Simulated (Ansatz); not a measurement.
**Cl on the 1x1 (111) surface of fcc Rh, one in a 2x2 cell, started at the site 'hollow Rh-Rh-Rh over Rh at depth 4.4 Å'**

Computed with PBE (plane waves to 420 eV, PAW; Ansatz, a program for electronic structure).

Slab: 17 atoms, 6.5 Å thick at the start under the adsorbate (thin: gaps and levels are the slab's own); k 6x6x1, smearing 0.1 eV, dipole-corrected; 8 atoms held, the rest relaxed; held to the start's symmetry, so lower structures may exist; no spin, no spin-orbit, no U, no dispersion correction. At the end it is bonded to 3 Rh. In PBE it is, or lies within 0.03 eV of, the lowest of the starts that converged.

```json
{
 "adsorption energy against ½ Cl2(g)": "-1.96 eV",
 "work_function_of_the_top_face": "5.02 eV",
 "change_of_the_work_function": "-0.13 eV",
 "change_of_the_step_from_the_bottom_to_the_top_vacuum_level_against_the_clean_slab": "-0.11 eV",
 "energy_released_by_relaxation": "0.073 eV",
 "height of the binding atom over the mean of the host atoms within 0.3 Å of the top one": "1.869 Å",
 "nearest_host_atoms_of_the_binding_atom": "Rh at 2.44 Å, Rh at 2.44 Å, Rh at 2.44 Å",
 "largest_move_of_a_host_atom": "0.07 Å",
 "cost": "about 4 core-minutes (a rough figure)"
}
```

A negative adsorption energy means that the adsorbate is more stable on the surface than in its reference.
